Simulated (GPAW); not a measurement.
GPAW 25.7.0, DFT, PBE, plane waves, PAW datasets of gpaw-data 1.0.1: MoS2 (from the phase in space group 194, mp-1018809) (S4Mo2), 6 atoms, spin-polarised from a ferromagnetic start (2 μB on Mo), ending non-magnetic. Basis and mesh were picked for this test and aren't claimed converged.

```json
{
  "cell": "3.19, 3.19, 13.18 Å; 90, 90, 120°",
  "task": "scf",
  "mode.name": "pw",
  "mode.ecut": "350 eV",
  "xc": "PBE",
  "k mesh": "6×6×1",
  "kpts.gamma": "true",
  "occupations.name": "fermi-dirac",
  "occupations.width": "0.02 eV",
  "convergence.density (electrons an electron)": "1e-05",
  "maxiter": "150",
  "parallel.kpt": "2",
  "parallel.band": "1",
  "parallel.domain": "1",
  "parallel.sl_auto": "false",
  "parallel.augment_grids": "true",
  "eigensolver.name": "dav (default)",
  "eigensolver.niter": "2 (default)",
  "convergence.eigenstates (eV² an electron)": "4e-08 (default)",
  "convergence.energy (eV an electron)": "0.0005 (default)",
  "k-points after symmetry (for each spin)": "20",
  "bands": "38",
  "electrons": "52",
  "plane_waves": "1731",
  "coarse_grid": "14*14*60",
  "symmetry_operations": "2"
}
```

One run each.

All on 2 ranks. Base settings, kept where nothing else is said: mixer.beta = 0.05 (default), mixer.nmaxold = 5 (default), mixer.weight = 50 (default), mixer.backend = pulay (default), mixer.method = difference (default). The settings tried:
- mixer.method = separate
- mixer.beta = 0.4, mixer.nmaxold = 8, mixer.weight = 1
- mixer.beta = 0.1
- mixer.beta = 0.1, mixer.nmaxold = 3, mixer.weight = 1
- mixer.nmaxold = 16, mixer.weight = 100
- mixer.beta = 0.1, mixer.nmaxold = 10
- mixer.beta = 0.6, mixer.nmaxold = 8, mixer.weight = 1
- mixer.beta = 0.02, mixer.weight = 100
- mixer.method = sum
- mixer.beta = 0.2, mixer.backend = fft
- mixer.beta = 0.2
- mixer.beta = 0.1, mixer.nmaxold = 1
- the base settings

Which settings need the fewest SCF iterations, which the most, and do any fail to converge?

Fewest SCF iterations, with those close behind: mixer.beta = 0.6, mixer.nmaxold = 8, mixer.weight = 1 (11); mixer.beta = 0.4, mixer.nmaxold = 8, mixer.weight = 1 (12); mixer.beta = 0.2 (14). Most among those that reach the base run's result: mixer.beta = 0.1, mixer.nmaxold = 1 (83). No convergence: mixer.method = separate (not converged within maxiter = 150).

```tsv
setting	SCF iterations	end
mixer.beta = 0.6, mixer.nmaxold = 8, mixer.weight = 1	11	converged
mixer.beta = 0.4, mixer.nmaxold = 8, mixer.weight = 1	12	converged
mixer.beta = 0.2	14	converged
mixer.beta = 0.2, mixer.backend = fft	15	converged
mixer.beta = 0.1	16	converged
mixer.beta = 0.1, mixer.nmaxold = 10	16	converged
mixer.beta = 0.1, mixer.nmaxold = 3, mixer.weight = 1	20	converged
mixer.method = sum	23	converged
mixer.nmaxold = 16, mixer.weight = 100	24	converged
the base settings	26	converged
mixer.beta = 0.02, mixer.weight = 100	41	converged
mixer.beta = 0.1, mixer.nmaxold = 1	83	converged
mixer.method = separate	150	not converged
```
